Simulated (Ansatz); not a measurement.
## Effect of uniaxial strain ε_zz = −1.20 % on TlBiS2

Base system: TlBiS$_{2}$ (space group R-3m, No. 166; a = 4.085 Å, c = 21.696 Å (hexagonal axes)). Axes: x lies along a and z along c of the hexagonal cell.

One thing is altered: the cell is compressed by 1.20 % along z with no lateral relaxation, atoms relaxed at fixed cell.

The values are results of plane-wave PAW DFT at the PBEsol level (Ansatz, a quantum-chemistry and plane-wave program, 420 eV), scalar-relativistic without spin-orbit coupling, not measurements. Settings: 9×9×9 k-points, 0.05 eV Fermi–Dirac smearing.

Space group: R-3m (No. 166) (base R-3m (No. 166))
Shortest interatomic distance: 2.826 Å (base 2.830 Å)
Energy relative to the base (free energy F): +0.8 meV/atom
Pressure (mean of the normal stresses, compression positive): 5.5 kbar (base -0.1 kbar)
Band gap: 0.06 eV (base 0.15 eV)
Gap character: direct at Γ (base direct at Γ)
Width of the top valence band: 2.28 eV (base 2.18 eV)
Valence-band top at Γ (three highest levels, from the VBM): 0.00, -1.86, -1.86 eV (base 0.00, -1.78, -1.78 eV)
Stress (xx, yy, zz, yz, xz, xy; compression positive): (0.43, 0.43, 0.78, 0.00, 0.00, 0.00) GPa

Cost of the whole job for the changed cell (relaxation, final SCF and bands): very roughly 40 core-seconds.

With Bi and Tl present, leaving out spin-orbit coupling can change the band edges. Stability against distortions was not tested. The zero or small gap of TlBiS2 can change with the level of theory.
